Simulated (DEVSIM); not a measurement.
System: Au/SiO2/p-Si capacitor, at 250 K.

```
layer (left to right)  material  thickness (nm)  Na (cm⁻³)
---------------------  --------  --------------  ---------
1                          SiO2            5.30          -
2                            Si            6900     6.9e15
```

Metal gate on the left, work function 5.1 eV. Fixed charge at the semiconductor interface 0 cm⁻² (in units of +e); no interface traps.

The device is made up for the run: typed textbook-type constants, with dimensions and the other settings drawn at random. Values at 300 K; Nc and Nv go as T^1.5, mobilities as T to minus their exponent, the gap by Varshni's rule with the affinity fixed.

| parameter | SiO2 | Si |
|---|---|---|
| gap (eV) | 9 | 1.124 |
| affinity (eV) | 0.9 | 4.05 |
| permittivity | 3.9 | 11.7 |
| Nc (cm⁻³) | - | 2.86e19 |
| Nv (cm⁻³) | - | 3.1e19 |
| Varshni α (eV/K) | - | 0.000473 |
| Varshni β (K) | - | 636 |

Simulated with DEVSIM: 1D Poisson equation in equilibrium, Boltzmann statistics, complete ionisation; no quantum confinement or tunnelling. Metal contacts follow the ideal Schottky-Mott rule: no Fermi-level pinning, no interface dipoles.

The substrate doping was swept, all else fixed.

```csv
substrate doping (cm^-3),flat-band voltage (V),minimum of the low-frequency capacitance (μF/cm²),threshold voltage (band bending 2φF) (V)
3.4e14,0.15,0.00735,0.82
6.9e14,0.14,0.0103,0.85
1.4e15,0.12,0.0139,0.87
3.4e15,0.10,0.0206,0.91
6.9e15,0.09,0.0288,0.94
1.4e16,0.07,0.0388,0.99
```

From the first row to the last the flat-band voltage goes from 0.15 to 0.07. From the first row to the last the minimum of the low-frequency capacitance goes from 0.00735 to 0.0388.
